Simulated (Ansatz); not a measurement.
**Hypothetical Fm-3m WGe2: biaxial strain −1.23 %, plane normal [111], relaxed out of plane**

Consider WGe$_{2}$ (space group Fm-3m, No. 225; a = 6.081 Å; a hypothetical phase, not in the database extracts checked; relaxed with 0.1 eV smearing). Axes: x, y, z lie along the cube axes.

Modification: compressive biaxial strain of 1.23 % in the plane normal to [111], as in epitaxy on a mismatched substrate; the out-of-plane cell vector and the atoms relax.

Level of theory: r2SCAN, PAW, 500 eV (Ansatz, a first-principles code; scalar-relativistic without spin-orbit coupling), earlier PAW set. k-mesh 16×16×16 (Γ-centred); smearing 0.1 eV (Fermi–Dirac).

* **Volume per atom**: 19.51 Å³ (base 18.74 Å³)
* **Space group**: R-3m (No. 166) (base Fm-3m (No. 225))
* **Shortest interatomic distance**: 266.6 pm (base 263.3 pm)
* **Energy relative to the base (free energy F)**: -15 meV/atom
* **Pressure (mean of the normal stresses, compression positive)**: -5.9 GPa (base 0.0 GPa)
* **Band gap**: zero (base zero)
* **Out-of-plane strain**: +6.76 %
* **Ratio −ε⊥/ε∥**: 5.49
* **Mean in-plane stress (compression positive)**: -8.9 GPa

Cost of the whole job for the changed cell (relaxation, final SCF and bands): around 3 core-minutes (rough).

Whether these cells are dynamically stable was not tested. All final runs are without spin polarisation. Under biaxial strain −1.23 %, plane normal [111], relaxed out of plane the cell ends below the base's energy or with stress of the wrong sign: the atoms slid into a distortion or the cell is elastically unstable, so the base is not a stable minimum at this level. WGe2 has a high density of states at the Fermi level and may be magnetic at this level.
